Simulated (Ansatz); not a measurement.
Base system: Pb in the fcc (Cu type) structure (space group Fm-3m, No. 225).

```
CELL_PARAMETERS angstrom
      0.00000     2.49563     2.49563
      2.49563     0.00000     2.49563
      2.49563     2.49563     0.00000
ATOMIC_POSITIONS crystal
  Pb 0.00000 0.00000 0.00000
```

Cartesian axes are those of the cell as printed.

Method: Kohn–Sham DFT with the r2SCAN functional, run in Ansatz (a first-principles code) with PAW and 500 eV plane waves, no spin-orbit coupling, earlier PAW set.

Before the change:

- Band gap = zero

Now apply this change: a free-standing slab of 3 layers (3 atoms, 1 a layer) is cut normal to [111], with 15 Å of vacuum and the in-plane cell held at bulk.

### Question
Predict the new excess energy per area of both faces.

### Answer
The excess energy per area of both faces (slab less bulk energy over the cell's area: twice a surface energy) comes out as 0.74 J/m² (uncertain by up to 0.04 J/m²).

### Question
What does the calculation give for the band gap after the change?

### Answer
The band gap stays zero.

Slab and bulk use different k-meshes, which limits the precision of the excess energy. Whether these cells are dynamically stable was not tested.
